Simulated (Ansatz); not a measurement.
Take Au in the fcc (Cu type) structure (space group Fm-3m, No. 225; a = 4.0834 Å) as the base.

Level of theory: Kohn–Sham DFT with the PBEsol functional, run in Ansatz (a program for electronic structure) with PAW and 420 eV plane waves, spin-orbit coupling left out.

Before the change:

```
Quantity                Value
-------------------  --------
Lattice parameter a  408.3 pm
```

The change: a negative pressure, −1 GPa.

### Question
How does this affect the lattice parameter a?

### Answer
The lattice parameter a rises by 0.8 pm (408.3 pm → 409.1 pm).

Load acts through the strain it causes; cell and atoms are relaxed under it. No phonon test of stability was made.
